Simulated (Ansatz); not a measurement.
HfO2 (P4₂/nmc, No. 137; high-temperature phase), treated with PBE-D3(BJ) in Ansatz (PAW).

Settings: plane-wave cutoff 500 eV, 12×12×8 k mesh (along the axes of the cell as run), Fermi–Dirac smearing 0.05 eV, scalar-relativistic PAW data made under PBE.

Cell (relaxed at this level):

```
CELL_PARAMETERS angstrom
      3.58735     0.00000     0.00000
      0.00000     3.58735     0.00000
      0.00000     0.00000     5.21204
ATOMIC_POSITIONS crystal
  Hf 0.50000 0.50000 0.50000
  Hf 0.00000 0.00000 0.00000
  O  0.00000 0.50000 0.69748
  O  0.00000 0.50000 0.19748
  O  0.50000 0.00000 0.80252
  O  0.50000 0.00000 0.30252
```

Question: Estimate the band gap that the calculation returns.

Answer: 
- band gap: 4.67 eV (on the SCF k mesh)

Note: the relaxation could not lower the start's symmetry, so the cell can be a saddle point above a distorted one.

Spin–orbit coupling is not included.

Static lattice: no zero-point or thermal effects.

It cost very roughly 3 core-minutes of CPU time.

Ansatz is an electronic-structure program.
